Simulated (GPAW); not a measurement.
GPAW run on Be3Rh (P6_3/mmc, 8 atoms in the cell): self-consistent single point.

Level of theory: PBEsol, GPAW PAW datasets PBEsol (made by gpaw-setup) (plane waves; GPAW).

```
Be3Rh
1.0
    4.79878     0.00000     0.00000
   -2.39939     4.15587     0.00000
    0.00000     0.00000     3.73551
Be Rh
6 2
Cartesian
  0.00000   1.33117   0.93388
  2.39939   2.82470   2.80163
  3.64596   0.66558   2.80163
 -1.24657   3.49028   0.93388
  1.24657   3.49028   0.93388
  1.15282   0.66558   2.80163
  0.00000   2.77058   2.80163
  2.39939   1.38529   0.93388
```

Reference input (self-consistent single point, DFT LDA (Perdew-Wang 92), plane waves, GPAW PAW datasets LDA (gpaw-data 1.0.1)): mode = pw; ecut = 800 eV; xc = LDA; kpts = 11 11 12; mesh shift (steps) = 0 0 0; occupations.name = fermi-dirac; occupations.width = 0.1 eV; nbands = -16; symmetry.symmorphic = false; symmetry.tolerance = 0.0005; maxiter = 120. This run's input differs from it in these lines:

```diff
@@ -19,3 +19,3 @@
 calc = GPAW(mode={'name': 'pw', 'ecut': 800},
-            xc='LDA',
+            xc='PBEsol',
             kpts={'size': (11, 11, 12), 'gamma': True},
```

Its files differ too (potentials: GPAW PAW datasets PBEsol (made by gpaw-setup)).

Log, with long lists cut:

```
     iter     time        total  log10-change:
                         energy   eigst   dens
iter:   1 --:--:--   -47.628489
iter:   2 --:--:--   -45.834606   -1.36  -1.09
iter:   3 --:--:--   -43.752352   -1.15  -1.21
iter:   4 --:--:--   -43.720545   -2.34  -1.64
iter:   5 --:--:--   -43.697707   -2.28  -1.74
iter:   6 --:--:--   -43.704514   -2.80  -2.14
iter:   7 --:--:--   -43.709713c  -2.78  -2.29
iter:   8 --:--:--   -43.709670c  -3.49  -2.85
iter:   9 --:--:--   -43.710076c  -4.01  -2.95
iter:  10 --:--:--   -43.710897c  -3.86  -3.00
iter:  11 --:--:--   -43.710856c  -4.90  -3.51
   [... 2 lines left out ...]
iter:  14 --:--:--   -43.710853c  -5.79  -3.66
iter:  15 --:--:--   -43.710830c  -6.50  -3.70
iter:  16 --:--:--   -43.710822c  -6.82  -3.82
iter:  17 --:--:--   -43.710820c  -7.27  -3.93
iter:  18 --:--:--   -43.710824c  -6.77  -4.04c
iter:  19 --:--:--   -43.710824c  -8.04c -4.58c
Converged after 19 iterations.

Dipole moment: (0.000000, -0.000000, -0.000000) |e|*Ang

Energy contributions relative to reference atoms: (reference = -262512.482111)

Kinetic:        +16.585551
Potential:      -12.249110
External:        +0.000000
XC:             -47.981465
Entropy (-ST):   -0.076672
Local:           -0.027464
SIC:             +0.000000
--------------------------
Free energy:    -43.749159
Extrapolated:   -43.710824

Showing only first 2 kpts
 Kpt  Band  Eigenvalues  Occupancy
  0    19      7.55639    2.00000
  0    20      7.79677    1.99997
  0    21      8.97402    0.63077
  0    22     10.09206    0.00001

  1    19      7.47221    2.00000
  1    20      7.78616    1.99997
  1    21      9.24223    0.06111
  1    22     10.05572    0.00002

Fermi level: 8.89651

No gap
   [... lines left out ...]
  2 Be   -0.02029    0.01172   -0.00000
  3 Be    0.02029   -0.01172   -0.00000
  4 Be   -0.02029   -0.01172   -0.00000
  5 Be    0.02029    0.01172   -0.00000
  6 Rh    0.00000    0.00000    0.00000
  7 Rh   -0.00000   -0.00000   -0.00000

Stress tensor:
     0.004074     0.000000     0.000000
     0.000000     0.004074     0.000000
     0.000000     0.000000     0.003170
Stress (GPa, Voigt): [0.6527 0.6527 0.5079 0.     0.     0.    ]
```

The run converged in 19 iterations. GPAW prints stress with tension positive. Against the reference run the pressure goes from -4.52 to -0.60 GPa and the largest force goes from 0.065 to 0.023 eV/Å.

The starting cell comes from a database of computed structures (which also holds hypothetical and non-ambient phases and stackings), without a prior relaxation at this level. Its lattice was rescaled by a random factor within 2.5 % of one. Spin polarisation is off.

Cost on one core of a shared machine: roughly 3 min.
